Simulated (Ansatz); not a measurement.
Band structure of Na2S (Fm-3m, 3 atoms in the cell).

```
Na2S
1.0
    0.00000     3.33213     3.33213
    3.33213     0.00000     3.33213
    3.33213     3.33213     0.00000
Na S
2 1
Direct
  0.25000   0.25000   0.25000
  0.75000   0.75000   0.75000
  0.00000   0.00000   0.00000
```

Method: PBE (plane waves, PAW; Ansatz, a quantum-chemistry and plane-wave program).

Settings: kpoints.mp_grid.grid = 6 6 6; hamiltonian.xc = pbe; hamiltonian.pseudopotentials = {kind: paw} (the program's default PAW files); scf.occupations.method = fermi_dirac; scf.occupations.width = 0.02 eV; kpoints.band_path.npoints = 8.

The starting cell has typed, rounded lattice constants, without a prior relaxation at this level. Its lattice was rescaled by a random factor within 2.5 % of one.

**Question.** Predict the gap along the standard path and the places of the band edges.

**Answer.** The gap along the path is 2.31 eV, direct at Γ to within 0.01 eV.

Levels in eV from the top of the valence band on the path, bands 9 to 15:
```csv
point,9,10,11,12,13,14,15
Γ,-10.07,0.00,0.00,0.00,2.31,7.53,7.53
X,-9.79,-1.39,-0.44,-0.44,3.81,5.83,8.02
W,-9.79,-0.96,-0.96,-0.55,4.74,6.93,6.93
K,-9.80,-1.16,-0.88,-0.34,4.48,6.18,7.50
L,-9.86,-1.55,-0.13,-0.13,4.56,6.22,7.01
U,-9.80,-1.16,-0.88,-0.34,4.48,6.18,7.50
```

Keys are those of Ansatz 0.2.
